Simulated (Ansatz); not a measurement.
## CsBr, pressure series

Start from CsBr in the CsCl type structure (space group Pm-3m, No. 221; a = 4.242 Å).

Cell and atoms are relaxed at each pressure.

The values are results of Ansatz (a first-principles code) PBEsol, scalar-relativistic without spin-orbit coupling, not measurements.

Candidates:
(a) pressure 3 GPa
(b) pressure −1 GPa
(c) pressure 30 GPa
(d) pressure 50 GPa
(e) pressure −2 GPa

For the base:

The band gap is 4.45 eV.

Question: Order them by band gap, lowest first.

Answer: (d) pressure 50 GPa (1.97 eV), (c) pressure 30 GPa (2.86 eV), (e) pressure −2 GPa (3.68 eV), (b) pressure −1 GPa (4.16 eV), (a) pressure 3 GPa (4.50 eV)

Load acts through the strain it causes; cell and atoms are relaxed under it. Whether these cells are dynamically stable was not tested. No other phases were tried under pressure.
